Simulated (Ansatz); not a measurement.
Ga interstitial in beta Si3N4 (the name describes the start): one set of geometries, relaxed with PBE, evaluated in Ansatz (PAW, plane waves to 420 eV, 500 eV under r2SCAN) with PBE, r2SCAN.

Set-up: 84-site cell; 2×2×2 shifted k-points; start: void with 6N6Si nearest; charged states image-corrected; finite-size errors of tenths of an eV; relaxed from one start, so a lower configuration may exist; flagged in the runs: a host whose relaxation on this sampling wasn't shown to rest.

```tsv
quantity	PBE	r2SCAN
host gap (eV)	4.25	___
ε(+1/0) above the VBM (eV)	3.37	___
neutral formation energy against alpha gallium (eV)	4.86	___
largest moment on one atom at charge 0 (μB)	0.18	___
```

Q: Given the lower rungs, what does r2SCAN give?

A: 
- host gap (eV), r2SCAN: 4.90
- ε(+1/0) above the VBM (eV), r2SCAN: 3.59
- neutral formation energy against alpha gallium (eV), r2SCAN: 5.09
- largest moment on one atom at charge 0 (μB), r2SCAN: 0.20

Ansatz is a quantum-chemistry and plane-wave program.
